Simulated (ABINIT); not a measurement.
A self-consistent single point of HfBRh₃ (Pm-3m, 5 atoms in the cell) with ABINIT.

Level of theory: LDA (PW92), PAW (JTH v2.0 LDA PAW) (plane waves; ABINIT).

```
CELL_PARAMETERS angstrom
      4.09526     0.00000     0.00000
      0.00000     4.09526     0.00000
      0.00000     0.00000     4.09526
ATOMIC_POSITIONS crystal
  Hf 0.00000 0.00000 0.00000
  B  0.50000 0.50000 0.50000
  Rh 0.00000 0.50000 0.50000
  Rh 0.50000 0.00000 0.50000
  Rh 0.50000 0.50000 0.00000
```

Reference input (self-consistent single point, DFT, PBEsol, plane waves, PAW (JTH v2.0 PBE PAW, files made for PBE)): pseudos = [Hf.GGA_PBE-JTH.xml, B.GGA_PBE-JTH.xml, Rh.GGA_PBE-JTH.xml]; ecut = 21 Ha; pawecutdg = 42 Ha; pawxcdev = 0; ixc = -116133; occopt = 7; tsmear = 0.00183747 Ha; ngkpt = 6 6 6; nshiftk = 1; shiftk = 0 0 0; potentials = JTH v2.0 PBE PAW; nband = 42. This run's input differs from it in these lines:

```diff
@@ -1,4 +1,4 @@
-# HfBRh3, JTH v2.0 PBE PAW
+# HfBRh3, JTH v2.0 LDA PAW
 pp_dirpath "./"
-pseudos "Hf.GGA_PBE-JTH.xml, B.GGA_PBE-JTH.xml, Rh.GGA_PBE-JTH.xml"
+pseudos "Hf.LDA_PW-JTH.xml, B.LDA_PW-JTH.xml, Rh.LDA_PW-JTH.xml"
 acell 7.7389198091 7.7389198091 7.7389198091
@@ -22,3 +22,2 @@
 pawxcdev 0
-ixc -116133
 occopt 7
```

Its files differ too (potentials: JTH v2.0 PBE PAW → JTH v2.0 LDA PAW).

Output, abridged:

```
--- !BeginCycle
solver: {iscf: 17, nstep: 50, nline: 4, wfoptalg: 10, }
tolerances: {tolvrs: 1.00E-10, }
...

     iter   Etot(hartree)      deltaE(h)  residm     nres2
 ETOT  1  -381.55261051982    -3.816E+02 1.058E+01 1.278E+02
 ETOT  2  -389.04539973677    -7.493E+00 2.463E-01 2.240E+02
 ETOT  3  -388.35354508513     6.919E-01 7.112E-02 1.413E+01
 ETOT  4  -388.34747705172     6.068E-03 8.511E-02 9.171E+00
 ETOT  5  -388.32153797310     2.594E-02 1.628E-02 1.789E+00
   [... 9 lines left out ...]
 ETOT 15  -388.31810821817     1.194E-09 6.020E-04 2.482E-09
 ETOT 16  -388.31810821823    -5.974E-11 3.947E-04 1.404E-09
 ETOT 17  -388.31810821823    -5.116E-13 3.001E-04 1.104E-10
 ETOT 18  -388.31810821822     5.002E-12 3.150E-04 9.911E-12
 At SCF step   18       nres2   =  9.91E-12 < tolvrs=  1.00E-10 =>converged.

 Cartesian components of stress tensor (hartree/bohr^3)
  sigma(1 1)=  3.03026794E-04  sigma(3 2)=  0.00000000E+00
  sigma(2 2)=  3.03026794E-04  sigma(3 1)=  0.00000000E+00
  sigma(3 3)=  3.03026794E-04  sigma(2 1)=  0.00000000E+00

 ----iterations are completed or convergence reached----

 reduced coordinates (array xred) for    5 atoms
       0.000000000000      0.000000000000      0.000000000000
       0.500000000000      0.500000000000      0.500000000000
       0.000000000000      0.500000000000      0.500000000000
       0.500000000000      0.000000000000      0.500000000000
       0.500000000000      0.500000000000      0.000000000000
 cartesian forces (eV/Angstrom) at end:
    1     -0.00000000000000    -0.00000000000000    -0.00000000000000
   [... lines left out ...]
 Fermi (or HOMO) energy (hartree) =   0.37614   Average Vxc (hartree)=  -0.47389
 Fermi (or HOMO) energy (eV) =  10.23542   Average Vxc (eV)= -12.89510
   [... lines left out ...]
'-kT*entropy'       : -2.45597314093576E-05
total_energy        : -3.88318107815162E+02
total_energy_eV     : -1.05666730915472E+04
...

-Cartesian components of stress tensor (GPa)         [Pressure= -8.9154E+00 GPa]
- sigma(1 1)=  8.91535459E+00  sigma(3 2)=  0.00000000E+00
- sigma(2 2)=  8.91535459E+00  sigma(3 1)=  0.00000000E+00
- sigma(3 3)=  8.91535459E+00  sigma(2 1)=  0.00000000E+00

 Calculation completed.
```

The run converged in 18 iterations. Against the reference run the pressure goes from -3.25 to -8.92 GPa.

The starting cell comes from a database of computed structures (which also holds hypothetical and non-ambient phases and stackings), without a prior relaxation at this level. Spin polarisation is off. With a pressure of about -9 GPa the cell is away from its equilibrium volume at this level.

Cost on one core of a shared machine: roughly 90 s.
